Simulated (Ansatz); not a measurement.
## Effect of 1 layer on SnSe

Start from SnSe in the GeS type structure (space group Pnma, No. 62; a = 11.536 Å, b = 4.121 Å, c = 4.578 Å; layered, stacked along the Cartesian x axis).

Modification: a free-standing slab of 1 layer (4 atoms, 4 a layer) is cut normal to the stacking axis, with 15 Å of vacuum and the in-plane cell relaxed.

Level of theory: r2SCAN+rVV10 in Ansatz (plane waves to 500 eV, PAW, scalar-relativistic without spin-orbit coupling). k-mesh 8×7×1 (Γ-centred); smearing 0.05 eV (Fermi–Dirac), for the changed cell.

```tsv
quantity	base	changed	shift
layer's space group (with vacuum)	–	Pmn2_1 (No. 31)	–
shortest interatomic distance	5.209 bohr	5.087 bohr	-0.1227 bohr
band gap	0.89 eV	1.42 eV	+0.53 eV
gap character	–	indirect, Γ–Z (75 % along) → Γ–X (78 % along)	–
smallest direct gap	1.18 eV	1.59 eV	+0.403 eV
excess energy per area of both faces (slab less bulk energy over the cell's area: twice a surface energy)	–	0.52 J/m²	–
thickness between the outermost nuclei	–	2.92 Å	–
in-plane lattice parameter a	7.787 bohr	7.877 bohr	+0.0891 bohr
```

Cost of the whole job for the changed cell (relaxation, final SCF and bands): very roughly 11 core-minutes.

The excess energy carries the mismatch between the slab's and the bulk's meshes. No phonon test of stability was made. Labels are those of the standard path for the cell's own space group.

Ansatz is a quantum-chemistry and plane-wave program.
